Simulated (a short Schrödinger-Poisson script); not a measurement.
System: gated Al0.3Ga0.7As/GaAs modulation-doped gas in a quantum well, at 20 K.

| layer | material | thickness (nm) | Nd (cm⁻³) | Na (cm⁻³) |
|---|---|---|---|---|
| 1 | Al0.3Ga0.7As | 10 | - | - |
| 2 | Al0.3Ga0.7As | 20 | 2.6e18 | - |
| 3 | Al0.3Ga0.7As | 5 | - | - |
| 4 | GaAs | 24 | - | - |
| 5 | Al0.3Ga0.7As | 4000 | - | 5e14 |

The device is made up for the run: typed textbook-type constants, with dimensions and the other settings drawn at random. Al0.3Ga0.7As: permittivity 12.05, conduction-band edge (eV) 0.237, gap (eV) 1.798, electron mass (mₑ) 0.0919, Nv at 300 K (cm⁻³) 9e18. GaAs: permittivity 12.9, conduction-band edge (eV) 0, gap (eV) 1.424, Nv at 300 K (cm⁻³) 9e18.

Channel valleys (confinement mass, in-plane density-of-states mass, number): Γ 0.067, 0.067, 1. At the gate the conduction-band edge of layer 1 lies 0.99 eV − eVg above the Fermi level of the channel; the field vanishes at the back. Donor level 0.02 eV below the band edge. The barrier under the gate holds no holes. Gaps are held at their typed values at every temperature. Mesh 0.08 nm at interfaces.

Solved with a short Schrödinger-Poisson script written for these runs: 1D Poisson equation in equilibrium, electrons quantum, Hartree (BenDaniel-Duke, 40 states a valley, the channel's in-plane mass for all, wave functions free to enter the barrier), parabolic valleys, classical holes, donors ionised by Fermi statistics, acceptors fully, no traps, pinning or gate leakage.

Task: List the lowest subbands of each valley and their electrons at Vg = 0.5 V.

Result: 
| valley | subband | energy from the Fermi level (meV) | electrons (cm⁻²) | share (%) |
|---|---|---|---|---|
| Γ | 0 | -33.0 | 9.24e11 | 97.6 |
| Γ | 1 | 0.9 | 2.23e10 | 2.4 |
| Γ | 2 | 30.0 | < 1e6 | 0.0 |

All electrons: 9.47e11 cm⁻².
